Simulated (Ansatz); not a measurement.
# BN (Cm, No. 8, 8 atoms in the cell; start mp-1599; a measured phase of this formula has another space group)

All values below come from r²SCAN (Ansatz, a quantum-chemistry and plane-wave program, plane waves, PAW).

Numerical settings: plane-wave cutoff 560 eV, 14×14×8 k mesh (along the axes of the cell as run), Fermi–Dirac smearing 0.01 eV, scalar-relativistic PAW data made under PBE.

Cell (relaxed at this level):

```cif
data_B8N8
_chemical_formula_sum 'B8 N8'
_space_group_name_H-M_alt 'Cm'
_space_group_IT_number 8
_space_group_name_Hall 'C -2y'
_cell_length_a 13.03383
_cell_length_b 2.50087
_cell_length_c 4.37027
_cell_angle_alpha 90.000
_cell_angle_beta 90.886
_cell_angle_gamma 90.000
loop_
_atom_site_label
_atom_site_type_symbol
_atom_site_symmetry_multiplicity
_atom_site_Wyckoff_symbol
_atom_site_fract_x
_atom_site_fract_y
_atom_site_fract_z
_atom_site_occupancy
B1 B 2 a 0.00004 0.00000 0.99884 1
B2 B 2 a 0.20012 0.00000 0.42843 1
B3 B 2 a 0.36578 0.50000 0.37963 1
B4 B 2 a 0.03163 0.50000 0.49877 1
N1 N 2 a 0.48070 0.50000 0.34265 1
N2 N 2 a 0.00602 0.50000 0.84321 1
N3 N 2 a 0.14697 0.50000 0.44495 1
N4 N 2 a 0.31236 0.00000 0.39213 1
```
(The calculation used a cell of 8 atoms; values per cell refer to that cell.)

```
Item                               Result
------------  ---------------------------
band gap      2.01 eV (on the SCF k mesh)
Γ–Γ gap                           5.59 eV
bulk modulus                      185 GPa
```

Note: the relaxation could not lower the start's symmetry, so the cell can be a saddle point above a distorted one; the bulk modulus is −V dP/dV from two relaxed cells at ±2 % in volume.

Static lattice: no zero-point or thermal effects.

A start named mp-… is a Materials Project structure, which need not be a measured phase.
